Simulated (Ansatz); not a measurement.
Input and output of a self-consistent single point for CaPt2 (R3m, 6 atoms in the cell) (Ansatz, a quantum-chemistry and plane-wave program).

Computed with PBEsol, default PAW files made with PBE (plane waves; Ansatz).

```
CaPt2
1.0
    0.00000     3.81133     3.81133
    3.81133     0.00000     3.81133
    3.81133     3.81133     0.00000
Ca Pt
2 4
Direct
  0.00379   0.00379   0.00379
  0.25000   0.25000   0.25000
  0.12500   0.62500   0.62500
  0.62500   0.62500   0.12500
  0.62500   0.12500   0.62500
  0.62500   0.62500   0.62500
```

Reference input (self-consistent single point, DFT, PBEsol, plane waves, default PAW files made with PBE): basis.ecutwfc = 30.9 Ry; kpoints.mp_grid.grid = 8 8 8; hamiltonian.xc = pbesol; hamiltonian.pseudopotentials = {kind: paw} (the program's default PAW files); scf.occupations.method = gaussian; scf.occupations.width = 0.0073 Ry. This run's input differs from it in these lines:

Ansatz 0.2 input:
```diff
@@ -15,3 +15,3 @@
 kpoints:
-  mp_grid: { grid: [8, 8, 8] }
+  mp_grid: { grid: [13, 13, 13] }
 hamiltonian:
@@ -20,3 +20,3 @@
 scf:
-  occupations: { method: gaussian, width: 0.0073 Ry }
+  occupations: { method: cold, width: 0.0007 Ry }
 output:
```

Output, abridged:

```
SCF iter   1: F=—  HF=-53128.248547 eV  |F-HF|=—  |Δ(HF+E_count)|=         —  Δρ=6.17e-3  dr2=3.71e-2  ethr=1.77e-3  ⟨swp⟩=6.7  Hψ=51070  notcnv=0  defer=100
all-band conjugate gradients solve this SCF's bands
preconditioner: auto → Kerker (q_TF=auto, 2.645 Å⁻¹)
SCF iter   2: F=—  HF=-53128.242917 eV  |F-HF|=—  |Δ(HF+E_count)|=   5.63e-3  S|Δr|=    0.00e0  Δρ=4.05e-3  dr2=2.53e-2  ethr=4.03e-5  ⟨swp⟩=2.3  Hψ=19394  notcnv=0  defer=634
   [... lines left out ...]
SCF iter   6: F=—  HF=-53128.238204 eV  |F-HF|=—  |Δ(HF+E_count)|=   1.42e-5  S|Δr|=    0.00e0  Δρ=9.54e-5  dr2=2.93e-5  ethr=1.29e-7  ⟨swp⟩=1.1  Hψ=12324  notcnv=0  defer=634
SCF iter   7: F=—  HF=-53128.238225 eV  |F-HF|=—  |Δ(HF+E_count)|=   2.12e-5  S|Δr|=    0.00e0  Δρ=2.72e-5  dr2=1.99e-6  ethr=3.18e-8  ⟨swp⟩=2.0  Hψ=14694  notcnv=0  defer=634
SCF iter   8: F=-53128.238225 eV  HF=-53128.238225 eV  |F-HF|=3.74e-9  |Δ(HF+E_count)|=   3.66e-7  S|Δr|=    0.00e0  Δρ=2.18e-6  dr2=6.29e-9  ethr=1.09e-10  ⟨swp⟩=8.1  Hψ=58287  notcnv=0
SCF 1 converged in 8 iterations: F = -53128.238225 eV  dr2 = 6.29e-9
Stability not checked (fill_not_monotonic)
Free energy (F): -53128.238225 eV
Internal energy: -53128.238091 eV  (E = F + TS)
E sigma→0 (E₀):  -53128.238180 eV
Entropy (-TS):   -0.000134 eV (-0.022 meV/atom)
Fermi energy:    16.667997 eV
--- Forces (eV/Å), atoms counted from 1 ---
  atom   1  Ca    -0.13104858    -0.13104858    -0.13104858
  atom   2  Ca     0.05487522     0.05487522     0.05487522
  atom   3  Pt     0.03799168     0.01936504     0.01936504
  atom   4  Pt     0.01936504     0.01936504     0.03799168
  atom   5  Pt     0.01936504     0.03799168     0.01936504
  atom   6  Pt    -0.00054388    -0.00054388    -0.00054388
--- Stress (GPa, compression-positive) ---
       -1.049301       0.093166       0.093166
        0.093166      -1.049301       0.093166
        0.093166       0.093166      -1.049301
  P = ⅓ Tr σ = -1.0493 GPa (-10.493 kbar)
  The stress holds the Pulay correction. Without it, at fixed plane waves, as pw.x and ABINIT print it: P = -1.0856 GPa
```

The run converged in 8 iterations. Against the reference run the free energy rises by 2.2 meV/atom, the pressure moves little (-1.12 to -1.05 GPa) and the largest force moves little (0.231 to 0.227 eV/Å).

The starting cell comes from a database of computed structures (which also holds hypothetical and non-ambient phases and stackings), without a prior relaxation at this level. Its lattice was rescaled by up to half a per cent. One atom was moved a little off its site on purpose. Spin polarisation is off. Ansatz's pressure includes its estimate of the finite-basis (Pulay) stress.

Cost on one core of a shared machine: roughly 2 min.
